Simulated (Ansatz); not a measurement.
# Effect of biaxial strain +1.07 %, plane normal [001], relaxed out of plane on AlRu

Base system: AlRu in the CsCl type structure (space group Pm-3m, No. 221; a = 2.9832 Å; relaxed with 0.1 eV smearing). Axes: x, y, z lie along the cube axes.

Perturbation: biaxial strain +1.07 %, plane normal [001], relaxed out of plane (Cartesian); in-plane vectors clamped, the third vector and the atoms free.

Method: r2SCAN, PAW, 500 eV (Ansatz, a quantum-chemistry and plane-wave program; scalar-relativistic without spin-orbit coupling). k-mesh 19×19×19 (Γ-centred); smearing 0.1 eV (Fermi–Dirac).

The volume per atom goes up by 0.16 Å³ (13.27 Å³ → 13.43 Å³) and the space group becomes P4/mmm (No. 123) (base: Pm-3m (No. 221)). The energy goes up by 3.4 meV/atom and the pressure (mean of the normal stresses, compression positive) goes from zero to -2.5 GPa. The band gap is still zero and the out-of-plane strain amounts to -0.93 %. The ratio −ε⊥/ε∥ comes out as 0.87 and the mean in-plane stress (compression positive) is -3.8 GPa.

Whether these cells are dynamically stable was not tested. All final runs are without spin polarisation.
